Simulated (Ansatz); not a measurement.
# How the lattice constant a of MgS (model structure, started from the BeO type, P4₂/mnm, No. 136, 8 atoms in the cell) moves with the method

No measured value is used here.

**Question.** Put these levels in order of the lattice constant a that they give for MgS (model structure, started from the BeO type, P4₂/mnm, No. 136, 8 atoms in the cell), smallest first: LDA (Ansatz, a program for electronic structure), PBE-D3(BJ) (Ansatz), r²SCAN (Ansatz).

**Answer.** LDA (6.727 Å), PBE-D3(BJ) (6.748 Å), r²SCAN (6.824 Å)

Cutoffs differ between the levels. Ansatz's density-functional and Hartree–Fock values are scalar-relativistic unless marked +SOC, with PAW data made under PBE.

A model structure was made by putting elements into a prototype or built by hand; it is no filed structure, need not be a known phase, and can be a saddle point held by its symmetry.
